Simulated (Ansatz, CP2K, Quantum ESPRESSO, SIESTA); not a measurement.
## LaTl (Pm-3m, 2 atoms in the cell) computed with different codes at matched settings

Self-consistent single point, at a second geometry (lattice scaled by 0.98). First geometry:

```
CELL_PARAMETERS angstrom
      3.97238     0.00000     0.00000
      0.00000     3.97238     0.00000
      0.00000     0.00000     3.97238
ATOMIC_POSITIONS crystal
  La 0.00000 0.00000 0.00000
  Tl 0.50000 0.50000 0.50000
```

Shared settings, as Ansatz (a quantum-chemistry and plane-wave program) writes them: kpoints.mp_grid.grid = 8 8 8; scf.occupations.method = gaussian; scf.occupations.width = 0.1 eV. Potentials and cutoffs stand in the table.

```tsv
code	model	ΔF from the first geometry (meV/atom)	pressure (GPa)	cutoff
Quantum ESPRESSO	PBEsol, PseudoDojo standard norm-conserving (PBESOL) pseudopotentials	-6.9	1.03	110 Ry
Ansatz	PBEsol, PAW files made with PBE	-6.7	1.04	default
CP2K	PBEsol, GPW, DZVP-MOLOPT-SR-GTH basis, GTH-PBE potentials (GTH_POTENTIALS)	4.8	2.20	grid 500 Ry
SIESTA	GGA PBEsol, numerical atomic orbitals DZP, PseudoDojo PBEsol standard norm-conserving potentials (rewritten from UPF to PSML)	-2.2	1.51	grid 350 Ry
```

On Ansatz's run: spin-orbit coupling is off.

The spread over the programs that give each value: ΔF from the first geometry within 11.7 meV/atom; pressure within 1.17 GPa.

CP2K and SIESTA use small atom-centred bases, whose incompleteness enters pressures, forces and empty levels differently from a plane-wave cutoff. Ansatz's pressure is given at a fixed set of plane waves, as the other plane-wave codes print theirs. In the pressure, CP2K (by 1.17) lies more than 1 GPa from the median of the plane-wave programs.

The starting cell comes from a database of computed structures (which also holds hypothetical and non-ambient phases and stackings), without a prior relaxation at this level. For this run, on top of that: lattice scaled by 0.98.

Left out of this page: Elk and FLEUR (not drawn, or without a comparable value).

Keys are those of Ansatz 0.2.
